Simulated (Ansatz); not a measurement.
Take Au in the fcc (Cu type) structure (space group Fm-3m, No. 225) as the base.

```
CELL_PARAMETERS angstrom
      0.00000     2.04172     2.04172
      2.04172     0.00000     2.04172
      2.04172     2.04172     0.00000
ATOMIC_POSITIONS crystal
  Au 0.00000 0.00000 0.00000
```

All numbers come from PBEsol (Ansatz, a first-principles code), no spin-orbit coupling.

Before the change:

| Item | Result |
|---|---|
| Volume per atom | 17.02 Å³ |

Modification: cell and atoms relaxed at a pressure of 22.5 GPa.

### Question
How does this affect the volume per atom?

### Answer
The volume per atom drops by 1.587 Å³ (17.02 Å³ → 15.44 Å³).

Load acts through the strain it causes; cell and atoms are relaxed under it. No phonon test of stability was made. No other phases were tried under pressure.
